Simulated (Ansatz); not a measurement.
The reference is ZrO$_{2}$ in the fluorite structure (space group Fm-3m, No. 225; a = 5.089 Å).

The change: a hydrostatic pressure of 30 GPa.

Levels (all Ansatz, a quantum-chemistry and plane-wave program, PAW, earlier PAW set): r2SCAN (500 eV, no spin-orbit coupling); HSE06 (420 eV, scalar-relativistic without spin-orbit coupling); HSE06+SOC (420 eV, with spin-orbit coupling).

One geometry, relaxed with r2SCAN, under each level:

```json
[
 {"level": "r2SCAN", "band gap": "4.17 eV", "lowest conduction level above the VBM at special points": "Γ 4.17 eV; X 4.67 eV; L 4.90 eV"},
 {"level": "HSE06", "band gap": "5.28 eV", "lowest conduction level above the VBM at special points": "Γ 5.28 eV; X 5.77 eV; L 6.10 eV"},
 {"level": "HSE06+SOC", "band gap": "5.29 eV", "lowest conduction level above the VBM at special points": "Γ 5.29 eV; X 5.77 eV; L 6.07 eV"}
]
```

Single points use the geometry relaxed with r2SCAN. Their cutoffs differ, which shifts pressures a little. HSE06 was sampled on its mesh, a few special points and the semilocal edge points, so its gap is an upper bound. The spin-orbit shifts are approximate. Load acts through the strain it causes; cell and atoms are relaxed under it. Whether these cells are dynamically stable was not tested. Competing high-pressure phases were not computed. This is not the structure that ZrO2 has at room temperature and ambient pressure.
